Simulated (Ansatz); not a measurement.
Level of theory: PBE (plane waves to 420 eV, PAW; Ansatz, an electronic-structure program).

Planar average of the electrostatic potential across the slab, in eV from the Fermi level, for a constructed model of the (110) surface of bcc Nb, a pseudomorphic layer of Si in the host's stacking (bottom of the slab: a bare face, its two planes held):

```json
[
 {"z (Å)": "3.95", "V (eV)": "4.54"},
 {"z (Å)": "4.24", "V (eV)": "4.53"},
 {"z (Å)": "4.52", "V (eV)": "4.53"},
 {"z (Å)": "4.80", "V (eV)": "4.51"},
 {"z (Å)": "5.08", "V (eV)": "4.49"},
 {"z (Å)": "5.37", "V (eV)": "4.44"},
 {"z (Å)": "5.65", "V (eV)": "4.35"},
 {"z (Å)": "5.93", "V (eV)": "4.18"},
 {"z (Å)": "6.21", "V (eV)": "3.87"},
 {"z (Å)": "6.50", "V (eV)": "3.28"},
 {"z (Å)": "6.78", "V (eV)": "2.22"},
 {"z (Å)": "7.06", "V (eV)": "0.31"},
 {"z (Å)": "7.34", "V (eV)": "-3.49"},
 {"z (Å)": "7.62", "V (eV)": "-10.50"},
 {"z (Å)": "7.91", "V (eV)": "-18.00"},
 {"z (Å)": "8.19", "V (eV)": "-21.62"},
 {"z (Å)": "8.47", "V (eV)": "-19.16"},
 {"z (Å)": "8.75", "V (eV)": "-12.05"},
 {"z (Å)": "9.04", "V (eV)": "-4.60"},
 {"z (Å)": "9.32", "V (eV)": "-1.15"},
 {"z (Å)": "9.60", "V (eV)": "-2.11"},
 {"z (Å)": "9.88", "V (eV)": "-7.68"},
 {"z (Å)": "10.17", "V (eV)": "-15.61"},
 {"z (Å)": "10.45", "V (eV)": "-20.94"},
 {"z (Å)": "10.73", "V (eV)": "-20.40"},
 {"z (Å)": "11.01", "V (eV)": "-14.35"},
 {"z (Å)": "11.30", "V (eV)": "-6.50"},
 {"z (Å)": "11.58", "V (eV)": "-1.71"},
 {"z (Å)": "11.86", "V (eV)": "-1.45"},
 {"z (Å)": "12.14", "V (eV)": "-5.68"},
 {"z (Å)": "12.43", "V (eV)": "-13.39"},
 {"z (Å)": "12.71", "V (eV)": "-19.89"},
 {"z (Å)": "12.99", "V (eV)": "-21.16"},
 {"z (Å)": "13.27", "V (eV)": "-16.44"},
 {"z (Å)": "13.56", "V (eV)": "-8.61"},
 {"z (Å)": "13.84", "V (eV)": "-2.59"},
 {"z (Å)": "14.12", "V (eV)": "-1.13"},
 {"z (Å)": "14.40", "V (eV)": "-4.00"},
 {"z (Å)": "14.69", "V (eV)": "-11.09"},
 {"z (Å)": "14.97", "V (eV)": "-18.45"},
 {"z (Å)": "15.25", "V (eV)": "-21.46"},
 {"z (Å)": "15.53", "V (eV)": "-18.29"},
 {"z (Å)": "15.81", "V (eV)": "-10.87"},
 {"z (Å)": "16.10", "V (eV)": "-3.86"},
 {"z (Å)": "16.38", "V (eV)": "-1.15"},
 {"z (Å)": "16.66", "V (eV)": "-2.76"},
 {"z (Å)": "16.94", "V (eV)": "-8.92"},
 {"z (Å)": "17.23", "V (eV)": "-16.73"},
 {"z (Å)": "17.51", "V (eV)": "-21.28"},
 {"z (Å)": "17.79", "V (eV)": "-19.79"},
 {"z (Å)": "18.07", "V (eV)": "-13.16"},
 {"z (Å)": "18.36", "V (eV)": "-5.46"},
 {"z (Å)": "18.64", "V (eV)": "-1.33"},
 {"z (Å)": "18.92", "V (eV)": "-1.65"},
 {"z (Å)": "19.20", "V (eV)": "-6.50"},
 {"z (Å)": "19.49", "V (eV)": "-14.37"},
 {"z (Å)": "19.77", "V (eV)": "-20.42"},
 {"z (Å)": "20.05", "V (eV)": "-20.99"},
 {"z (Å)": "20.33", "V (eV)": "-15.81"},
 {"z (Å)": "20.62", "V (eV)": "-8.12"},
 {"z (Å)": "20.90", "V (eV)": "-2.93"},
 {"z (Å)": "21.18", "V (eV)": "-2.55"},
 {"z (Å)": "21.46", "V (eV)": "-6.61"},
 {"z (Å)": "21.75", "V (eV)": "-11.65"},
 {"z (Å)": "22.03", "V (eV)": "-13.60"},
 {"z (Å)": "22.31", "V (eV)": "-11.00"},
 {"z (Å)": "22.59", "V (eV)": "-5.19"},
 {"z (Å)": "22.87", "V (eV)": "0.06"},
 {"z (Å)": "23.16", "V (eV)": "2.72"},
 {"z (Å)": "23.44", "V (eV)": "4.06"},
 {"z (Å)": "23.72", "V (eV)": "4.69"},
 {"z (Å)": "24.00", "V (eV)": "4.99"},
 {"z (Å)": "24.29", "V (eV)": "5.13"},
 {"z (Å)": "24.57", "V (eV)": "5.19"},
 {"z (Å)": "24.85", "V (eV)": "5.22"},
 {"z (Å)": "25.13", "V (eV)": "5.23"},
 {"z (Å)": "25.42", "V (eV)": "5.24"},
 {"z (Å)": "25.70", "V (eV)": "5.24"},
 {"z (Å)": "25.98", "V (eV)": "5.24"},
 {"z (Å)": "26.26", "V (eV)": "5.24"}
]
```

Model: 7-atom slab, 14.1 Å thick at the start, 14x14x1 mesh, Fermi-Dirac 0.1 eV, dipole correction, 2 atoms held, the rest relaxed; symmetry of the start imposed; no spin, no spin-orbit, no U. It is one candidate, not shown to be the stable structure of the face.

Task: The surface cell has an area of 7.75 Å². What dipole along the normal does the step between the two vacuum levels imply?

Result: the top vacuum level lies 0.70 eV above the bottom one; p = −ε₀ A ΔV (ε₀ = 0.005526 e/(V·Å)) gives -0.03 e·Å a cell.
